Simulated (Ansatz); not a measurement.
The starting structures come from a database of crystals and need not be the phases stable at ambient conditions.

 Where the default PAW files enter, the runs use the earlier of Ansatz's two default sets.

Data:

```
CELL_PARAMETERS angstrom
      5.17915     0.00000     0.00000
     -2.58958     4.97882     0.00000
      2.58958     1.34689     4.36559
ATOMIC_POSITIONS crystal
  Li 0.27562 0.91343 0.36219
  Li 0.72438 0.08657 0.63781
  Nb 0.71121 0.56681 0.14440
  Nb 0.28879 0.43319 0.85560
  O  0.22175 0.26759 0.21609
  O  0.77825 0.73241 0.78391
  O  0.48368 0.26759 0.56216
  O  0.51632 0.73241 0.43784
  O  0.82975 0.26759 0.95416
  O  0.17025 0.73241 0.04584
```

Space group of this cell: P-1. The cell is strained (lengths across the current scaled by 0.98, ions clamped); by r2SCAN its mean pressure is -1.9 GPa.

Transport runs along the normal of the first two printed cell vectors.

The gap is the functional's own. No spin-orbit coupling. Mid-gap values are interpolated on the energy grid.

Give the band gap and the smallest decay constant κ at mid-gap that r2SCAN in Ansatz (a first-principles code) yields.

Gap 4.35 eV on a 8×6×8 mesh; κ = 0.493 1/Å, at (0.500, 0.333) of the in-plane reciprocal vectors. At the zone centre, at the nearest computed energy, the slowest state has κ = 0.50 1/Å.
